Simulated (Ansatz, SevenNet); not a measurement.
For HgS (P3₂21, No. 154, 6 atoms in the cell; start COD 9012082), the machine-learned potential SevenNet-0 (trained on PBE and PBE+U data) gives:

* **lattice constant a**: 4.394 Å
* **c axis length**: 9.778 Å

Problem. What does PBE in Ansatz (plane waves, PAW) give for the same quantities?

Solution. 
- lattice constant a: 4.460 Å (rises by 1.5 %)
- lattice parameter c: 9.749 Å (shrinks by 0.3 %)

Changes are worked out from the printed values.

Unless a cell is named, each level is at its own relaxed cell (SevenNet-0 27.25, PBE 27.99 Å³/atom).

Levels without +SOC leave out spin–orbit coupling, which shifts energies and cells of such heavy elements.

Caveats: the relaxation could not lower the start's symmetry, so the cell can be a saddle point above a distorted one (SevenNet-0, PBE). Ansatz's density-functional and Hartree–Fock values are scalar-relativistic unless marked +SOC, with PAW data made under PBE.

Ansatz is a quantum-chemistry and plane-wave program.
